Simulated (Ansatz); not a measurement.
Consider CdSe in the zinc blende structure (space group F-43m, No. 216; a = 6.133 Å).

Computed with Kohn–Sham DFT with the r2SCAN functional, run in Ansatz (a program for electronic structure) with PAW and 500 eV plane waves, spin-orbit coupling left out.

Before the change:

- Band gap: 1.04 eV
- Electron mass: 0.093 mₑ (at Γ)

The change: cell and atoms relaxed at a pressure of 15 GPa.

### Question
How does this affect the band gap?

### Answer
The band gap goes up by 0.40 eV (1.04 eV → 1.44 eV).

### Question
What happens to the electron mass?

### Answer
The electron mass changes from 0.093 mₑ (at Γ) to 0.11 mₑ (at Γ).

Load acts through the strain it causes; cell and atoms are relaxed under it. Effective masses come from finite differences of ±0.01 Å⁻¹. No phonon test of stability was made. Tetrahedral semiconductors of this kind turn to denser phases somewhere between about 1 and 50 GPa; those were not computed, so compressed cells here can lie past the real transition.
